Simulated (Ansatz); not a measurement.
# A computed series for InAs: pressure series

Base system: InAs in the zinc blende structure (space group F-43m, No. 216; a = 6.186 Å).

Cell and atoms are relaxed at each pressure.

Computed with PBE in Ansatz (plane waves to 420 eV, PAW, scalar-relativistic without spin-orbit coupling).

Computed cases, in order: pressure −2 GPa; pressure −1 GPa; 0 GPa (base); pressure 1.8 GPa; pressure 4.2 GPa; pressure 9 GPa; pressure 18 GPa; pressure 30 GPa; pressure 45 GPa; pressure 60 GPa.

Problem. Between which two neighbouring cases does the band gap open or close?

Solution. Between pressure 4.2 GPa (zero) and pressure 9 GPa (0.14 eV). The whole series: pressure −2 GPa: zero; pressure −1 GPa: zero; 0 GPa (base): zero; pressure 1.8 GPa: zero; pressure 4.2 GPa: zero; pressure 9 GPa: 0.14 eV; pressure 18 GPa: 0.58 eV; pressure 30 GPa: 0.98 eV; pressure 45 GPa: 0.87 eV; pressure 60 GPa: 0.69 eV.

A case with no gap was solved on a k-mesh chosen for an insulator, which is coarse for it. Load acts through the strain it causes; cell and atoms are relaxed under it. Stability against distortions was not tested. All final runs are without spin polarisation. Measured, InAs leaves this structure (for rock salt) near 7 GPa (temperature not stated; as listed in Datta, Sujoy, Jana, Debnarayan, arXiv (2020)). The zero or small gap of InAs can change with the level of theory.

Ansatz is a first-principles code.
